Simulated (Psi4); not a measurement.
Psi4 1.11, PBE0/def2-svpd: W(F)5(Cl) ([F][W]([F])([F])([F])([F])[Cl]), 7 atoms. The geometry is a generated start, not checked to be a minimum at this level.

```yaml
task: energy
method: pbe0
basis: def2-svpd
memory: 3 GB
maxiter: 100
keys_of_the_molecule_block: symmetry c1
scf_type: df (default)
guess: auto, which took SAD (default)
scf_initial_accelerator: adiis (default)
e_convergence: 1e-06 (default)
d_convergence: 1e-06 (default)
dft_radial_points: 75 (default)
dft_spherical_points: 302 (default)
effective_core_potentials: those of the basis set, past Kr
basis_functions: 177
grid_points: 151948
```

```xyz
7

W     -0.0165     0.0134    -0.0266
F      1.1487    -0.6819    -1.2553
F     -1.2262     0.7472     1.1357
F     -0.9472     0.7906    -1.4205
F     -1.0803    -1.4675    -0.1940
F      0.9999     1.5330     0.0766
Cl     1.1216    -0.9348     1.6841
```

Charge 0 and multiplicity 1 are set for this test and not shown to be the ground state.

One run each on 2 threads. Values of diis_max_vecs tried: 3, 6, 10 (default), 20.

Predict the course of the SCF iterations along this series.

Fewest SCF iterations, within one of each other: 6 with 11, 10 (default) with 11, 20 with 11. The count rises to 20 at 3. All converge to one solution.

```tsv
diis_max_vecs	SCF iterations	end
3	20	same solution
6	11	same solution
10 (default)	11	same solution
20	11	same solution
```
